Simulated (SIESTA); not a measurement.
Band structure of LiVCuO₄ (Imma, 14 atoms in the cell).

```
LiVCuO4
1.0
   -2.88111     2.95591     4.45651
    2.88111    -2.95591     4.45651
    2.88111     2.95591    -4.45651
Li Cu V O
2 2 2 8
Cartesian
  1.44055   1.47795  -2.22825
  1.44055  -1.47795   2.22825
  0.00000   0.00000   0.00000
  0.00000   2.95591   0.00000
  0.00000   1.47795   3.44042
  2.88111   1.47796   1.01608
  0.00000   0.09695   2.44930
  0.00000   2.85896   2.44930
  2.88111   2.85896   2.00721
  2.88111   0.09695   2.00721
  1.35527   1.47795  -0.00624
  1.52584  -1.47795   4.45027
  1.35527   4.43386   0.00624
  1.52584   1.47796   4.46275
```
Moments meant for the start (each program seeds them in its own way; μB, in the order of the atoms Li Li Cu Cu V V O O O O O O O O): 0.0 0.0 0.0 0.0 2.0 2.0 0.0 0.0 0.0 0.0 0.0 0.0 0.0 0.0.

Method of the run: GGA PBEsol+U, numerical atomic orbitals DZP, PseudoDojo PBEsol standard norm-conserving potentials (rewritten from UPF to PSML) (SIESTA).

Settings: XC.functional = GGA; XC.authors = PBEsol; potentials = PseudoDojo PBEsol standard; PAO.BasisSize = DZP; PAO.EnergyShift = 0.01 Ry; MeshCutoff = 350 Ry; kgrid.MonkhorstPack = 6 6 6; OccupationFunction = MP; OccupationMPOrder = 1; ElectronicTemperature = 2320.9 K; Spin = polarized; DFTU.ProjectorGenerationMethod = 2; DFTU.CutoffNorm = 0.9; DFTU.FirstIteration = true.

The starting cell comes from a database of published, mostly measured structures (it also holds non-ambient and calculated ones), without a prior relaxation at this level. Its lattice was rescaled by a random factor within 2.5 % of one. The magnetic order is the one reached from the typed start; others were not searched systematically. With U or open f shells several self-consistent states can exist. Values carry the incompleteness of an atom-centred basis.

Levels in eV from the Fermi level, bands 57 to 62 of the first spin channel:
```tsv
point	57	58	59	60	61	62
Γ	-1.29	-0.61	-0.28	-0.17	2.04	2.06
X	-1.18	-0.71	-0.62	-0.24	2.18	2.30
L	-1.05	-0.92	-0.58	-0.54	2.19	2.25
T	-1.04	-1.04	-0.65	-0.65	2.18	2.18
W	-1.01	-1.01	-0.62	-0.62	2.20	2.20
R	-1.06	-0.54	-0.54	-0.15	2.16	2.30
X1	-1.18	-0.71	-0.62	-0.24	2.18	2.30
Z	-1.18	-0.88	-0.52	-0.38	2.13	2.22
Y	-0.99	-0.90	-0.61	-0.61	2.17	2.21
S	-0.82	-0.75	-0.75	-0.67	2.22	2.29
L1	-1.05	-0.92	-0.58	-0.54	2.19	2.25
Y1	-0.99	-0.90	-0.61	-0.61	2.17	2.21
```

No band crosses the Fermi level by more than 0.03 eV along this path.

Higher empty bands are left out: an atom-centred basis made for the valence describes them poorly.

The net moment of the cell came out as 2.02 μB.
